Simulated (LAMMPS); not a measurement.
Surface tension of liquid Ni over temperature.

Method: classical MD, pair style eam/alloy, file NiAlH_jea.eam.alloy; code LAMMPS.

| T (K) | surface tension | excess energy |
|---|---|---|
| 1730 | 1.71 ± 0.03 N/m | 2.0 J/m² |
| 1990 | 1.65 ± 0.02 N/m | 2.0 J/m² |
| 2330 | 1.58 ± 0.02 N/m | 2.0 J/m² |

Uncertainties are statistical and leave out the potential's own error.
